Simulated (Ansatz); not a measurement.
We consider PdTe₂ (model structure, started from the CdCl2 type, R-3m, No. 166, 3 atoms in the cell), described by PBEsol (PAW; Ansatz, a first-principles code).

Settings: plane-wave cutoff 520 eV, 16×16×16 k mesh, Fermi–Dirac smearing 0.05 eV, scalar-relativistic PAW data made under PBE.

Cell (relaxed at this level):

```cif
data_Pd3Te6
_chemical_formula_sum 'Pd3 Te6'
_space_group_name_H-M_alt 'R-3m :H'
_space_group_IT_number 166
_space_group_name_Hall '-R 3 2"'
_cell_length_a 3.92244
_cell_length_b 3.92244
_cell_length_c 17.08528
_cell_angle_alpha 90.000
_cell_angle_beta 90.000
_cell_angle_gamma 120.000
loop_
_atom_site_label
_atom_site_type_symbol
_atom_site_symmetry_multiplicity
_atom_site_Wyckoff_symbol
_atom_site_fract_x
_atom_site_fract_y
_atom_site_fract_z
_atom_site_occupancy
Pd1 Pd 3 a 0.00000 0.00000 0.00000 1
Te1 Te 6 c 0.00000 0.00000 0.24984 1
```
(The calculation used a cell of 3 atoms; values per cell refer to that cell.)

Question: What does this level give for the bulk modulus B0?

Answer: 
bulk modulus B0: 34.1 GPa

The run finds no gap.

Note: the bulk modulus is −V dP/dV from two relaxed cells at ±2 % in volume; the relaxation could raise the start's symmetry but not lower it, so the cell can be a saddle point.

Spin–orbit coupling is not included; it can open a gap where bands touch, and shift volumes and moduli.

Computed values are for the static lattice.

Computing time: very roughly 6 core-minutes.

A model structure was made by putting elements into a prototype or built by hand; it is no filed structure, need not be a known phase, and can be a saddle point held by its symmetry.
